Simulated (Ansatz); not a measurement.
The complex Ga vacancy + Si on the Ga site in beta Ga2O3 (the Ga(1) site; Ga(1) 3.08 Å away) and its isolated parts, with the Fermi level 1.00 eV above the valence-band maximum, each in its stable bound charge state.

These are PBE, PAW (plane waves to 420 eV; Ansatz, a quantum-chemistry and plane-wave program) values and carry that method's errors. Set-up: 120-site cell; 2×2×2 shifted k-points; host gap 2.01 eV; charged states image-corrected; corrections reach 1.1 eV, so highly charged states may be off by several tenths; flagged in the runs: for some of the defects a host whose relaxation on this sampling wasn't shown to rest.

```tsv
defect	charge	E_f, elements as references (eV)
Ga vacancy [the Ga(1) site]	−2	8.48
Si on the Ga site (broken-bond start) [the Ga(1) site; started 0.95 Å off site, one bond broken]	+1	-3.06
```

Q: Is the complex bound, by how much, and in which charge state?

A: The complex has charge −1 and E_f = 4.28 eV: 8.48 + -3.06 − (4.28) = 1.14 eV, bound.
